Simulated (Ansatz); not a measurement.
Take GaN in the rock salt structure (space group Fm-3m, No. 225; a = 4.2195 Å; a model cell) as the base.

Level of theory: Ansatz (an electronic-structure program), PBEsol, PAW, cutoff 420 eV, no spin-orbit coupling.

For the base:

| Property | Value |
|---|---|
| Gap between the host's bands | 0.54 eV |
| Gap character | indirect, K–Γ (52 % along) → X |

Now apply this change: 0.131 holes added to each cell, a density of 7.0×10^21 cm⁻³, with a uniform compensating background at fixed cell and a 300 K Fermi–Dirac width.

Question: How does this affect the gap between the host's bands?

Answer: The gap between the host's bands rises by 0.183 eV (0.54 eV → 0.73 eV).

Question: What happens to the Fermi level from band edge?

Answer: The Fermi level relative to the doped band's edge (positive inside the band; to 0.05 eV) is +0.20 eV.

Question: What does the calculation give for the gap character after the change?

Answer: The gap character is still indirect, K–Γ (52 % along) → X.

Carriers are added with a uniform compensating background; total energy and stress of such cells depend on the potential's zero and are not compared; many-body gap narrowing is missing at this level. Stability against distortions was not tested. The base started in Pnma and relaxed to Fm-3m at this level. This is not the structure that GaN has at room temperature and ambient pressure.
